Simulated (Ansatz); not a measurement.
The starting structures come from a database of crystals and need not be the phases stable at ambient conditions.

 Where the default PAW files enter, the runs use the earlier of Ansatz's two default sets.

Tunnelling through a barrier is set by its complex band structure: the current falls as exp(−2κd) with the smallest κ.

```
CELL_PARAMETERS angstrom
      5.74174     0.00000     0.00000
      0.00000     5.74174     0.00000
      2.87087    -2.87087     4.06002
ATOMIC_POSITIONS crystal
  K  0.25000 0.25000 0.50000
  K  0.75000 0.75000 0.50000
  H  0.20214 0.79786 0.59572
  H  0.79786 0.20214 0.40428
  H  0.79786 0.79786 0.00000
  H  0.20214 0.20214 0.00000
  H  0.20214 0.79786 0.00000
  H  0.79786 0.20214 0.00000
  Pt 0.00000 0.00000 0.00000
```

Space group of this cell: Fm-3m. The cell is taken as given.

Transport runs along the normal of the first two printed cell vectors, the (001) plane of the conventional cell.

No gap correction and no spin-orbit coupling; mid-gap values are interpolated between computed energies.

Task: State the band gap and the smallest decay constant κ at mid-gap according to r2SCAN (Ansatz, an electronic-structure program).

Result: Gap 4.36 eV on a 8×8×8 mesh; κ = 0.458 1/Å, at (0.500, 0.500) of the in-plane reciprocal vectors. At the zone centre, at the nearest computed energy, the slowest state has κ = 0.47 1/Å.
